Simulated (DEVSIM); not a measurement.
Device: Schottky contact on n-type GaN, at 350 K.

Layer 1 from the left is GaN, thickness (μm) 18.0, Nd (cm⁻³) 5.3e15, τn (s) 8.8e-8, τp (s) 8.8e-8.

Left contact: Schottky, work function 5.08 eV, emission velocity 4.9e6 cm/s. Right contact: ohmic. Voltage is applied to the left contact. Recombination: SRH at mid-gap, radiative. Mobility is μmin + (μ − μmin)/(1 + (N/Nref)^α).

The device is made up for the run: typed textbook-type constants, with dimensions and the other settings drawn at random. Values at 300 K; Nc and Nv go as T^1.5, mobilities as T to minus their exponent, the gap by Varshni's rule with the affinity fixed.

GaN: gap (eV) 3.43, affinity (eV) 4.1, permittivity 9.5, Nc (cm⁻³) 2.3e18, Nv (cm⁻³) 4.6e19, μn (cm²/Vs) 1200, μp (cm²/Vs) 100, μn,min 55, μp,min 3, Nref,n 2e17, Nref,p 3e17, αn 1, αp 2, T exponent of μn 1.5, T exponent of μp 2, B (cm³/s) 1e-11, Varshni α (eV/K) 0.00091, Varshni β (K) 830.

Estimate by hand the built-in potential, the peak field at zero bias, the capacitance at -0.6 V, and compare with a numerical solution.


- Built-in potential: barrier φB = 0.980 eV; Vbi = φB − kT/q ln(N_band/N) = 0.790 V; numerical 0.790 V.
- Peak field at zero bias: depletion approximation: W = √(2εVbi/(qN)) = 0.396 μm with N = 5.30e15 cm⁻³; field = 2Vbi/W = 39900 V/cm; numerical 39100 V/cm (estimate above by 2.1 %).
- Capacitance at -0.6 V: C = √(qεN / 2(Vbi + |V|)) = 16.0 nF/cm²; numerical 16.2 nF/cm² (estimate below by 1.1 %).

Simulated with DEVSIM: 1D drift-diffusion, Boltzmann statistics, complete ionisation; no tunnelling, impact ionisation, image-force lowering or self-heating. Metal contacts follow the ideal Schottky-Mott rule: no Fermi-level pinning, no interface dipoles.
